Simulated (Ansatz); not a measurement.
Stishovite (SiO2) was calculated with PBE0 (Ansatz, a program for electronic structure, PAW).

Settings: plane-wave cutoff 520 eV, 6×6×8 k mesh (along the axes of the cell as run), scalar-relativistic PAW data made under PBE.

Cell (relaxed at this level):

```yaml
crystal:
  lattice:
    - [4.17981, 0.00000, 0.00000]
    - [0.00000, 4.17981, 0.00000]
    - [0.00000, 0.00000, 2.66190]
  atoms:
    - { symbol: Si, position: [0.00000, 0.00000, 0.00000] }
    - { symbol: Si, position: [0.50000, 0.50000, 0.50000] }
    - { symbol: O, position: [0.30627, 0.30627, 0.00000] }
    - { symbol: O, position: [0.80627, 0.19373, 0.50000] }
    - { symbol: O, position: [0.19373, 0.80627, 0.50000] }
    - { symbol: O, position: [0.69373, 0.69373, 0.00000] }
```

Give the computed Young modulus, elastic constant C11, elastic constant C33, elastic constant C13, elastic constant C12, elastic constant C44 and elastic constant C66.


Young modulus: 550 GPa
elastic constant C11: 455 GPa
elastic constant C33: 780 GPa
elastic constant C13: 200 GPa
elastic constant C12: 202 GPa
elastic constant C44: 257 GPa
elastic constant C66: 323 GPa

Measured, for comparison: elastic constant C11 462 GPa, elastic constant C33 769 GPa, elastic constant C13 190 GPa, elastic constant C12 201 GPa, elastic constant C44 258 GPa (temperature not stated, not corrected to a static lattice; as tabulated in Lakshtanov, Sinogeikin, Hellwig, Katsura, Bass et al., AGU Fall Meeting 2007 …); elastic constant C66 299 GPa (temperature not stated, not corrected to a static lattice, our sources range from 299 to 321; as tabulated in Lakshtanov, Sinogeikin, Hellwig, Katsura, Bass et al., AGU Fall Meeting 2007 …). Computed (rounded) less measured: elastic constant C11 -2 %, elastic constant C33 +1 %, elastic constant C13 +5 %, elastic constant C12 +0.5 %, elastic constant C44 -0.4 %, elastic constant C66 +8 % (+0.6 % to +8 % over the range). A static lattice is as a rule a little smaller and stiffer than an uncorrected measurement, which narrows the difference in the elastic constant C33, elastic constant C13, elastic constant C66 and would widen misses of the other sign.

Elastic constants are with the ions relaxed.

Static lattice: no zero-point or thermal effects.
